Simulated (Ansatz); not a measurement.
Reference: Si (Fd-3m), PBEsol with spin-orbit coupling, rigid bands (plane waves, PAW; Ansatz, an electronic-structure program); axes and stresses refer to this cell.

```xyz
2
Lattice="0.0000 2.7168 2.7168 2.7168 0.0000 2.7168 2.7168 2.7168 0.0000" Properties=species:S:1:pos:R:3 pbc="T T T"
Si     1.3584     1.3584     1.3584
Si     0.0000     0.0000     0.0000
```

The electron conductivity mass is 0.28 mₑ, the band gap is 0.45 eV and the Seebeck coefficient, n-type 1e19 cm⁻³ is -309 μV/K.

Q: Change: hydrostatic pressure 2 GPa. What happens to electron conductivity mass, band gap, Seebeck coefficient, n-type 1e19 cm⁻³?

A: electron conductivity mass moves little, to 0.28 mₑ; band gap shrinks to 0.41 eV; Seebeck coefficient, n-type 1e19 cm⁻³ moves little, to -308 μV/K.

Q: Change: uniaxial stress along [110] of -1 GPa (compression positive). What happens to electron conductivity mass, band gap, Seebeck coefficient, n-type 1e19 cm⁻³?

A: electron conductivity mass moves little, to 0.29 mₑ; band gap drops to 0.40 eV; Seebeck coefficient, n-type 1e19 cm⁻³ decreases in size to -293 μV/K.

Q: Change: uniaxial stress along [110] of 1 GPa (compression positive). What happens to electron conductivity mass, band gap, Seebeck coefficient, n-type 1e19 cm⁻³?

A: electron conductivity mass moves little, to 0.28 mₑ; band gap shrinks to 0.39 eV; Seebeck coefficient, n-type 1e19 cm⁻³ decreases in size to -299 μV/K.

Q: Change: uniaxial stress along [110] of 2 GPa (compression positive). What happens to electron conductivity mass, band gap, Seebeck coefficient, n-type 1e19 cm⁻³?

A: electron conductivity mass moves little, to 0.28 mₑ; band gap drops to 0.33 eV; Seebeck coefficient, n-type 1e19 cm⁻³ decreases in size to -289 μV/K.

Q: Change: uniaxial stress along [111] of 1 GPa (compression positive). What happens to electron conductivity mass, band gap, Seebeck coefficient, n-type 1e19 cm⁻³?

A: electron conductivity mass moves little, to 0.28 mₑ; band gap shrinks to 0.41 eV; Seebeck coefficient, n-type 1e19 cm⁻³ moves little, to -311 μV/K.

Q: Change: uniaxial stress zz = -2 GPa (compression positive). What happens to electron conductivity mass, band gap, Seebeck coefficient, n-type 1e19 cm⁻³?

A: electron conductivity mass moves little, to 0.28 mₑ; band gap decreases to 0.35 eV; Seebeck coefficient, n-type 1e19 cm⁻³ shrinks in size to -275 μV/K.

Masses are for dilute carriers at 300 K, harmonic means over directions unless an axis is named. Seebeck coefficients are for the stated density at 300 K, with one relaxation time for all states and whether or not that doping can be reached. Stresses and pressures are the targets of the relaxation.  The structure type is held under load, also where the real crystal would transform.
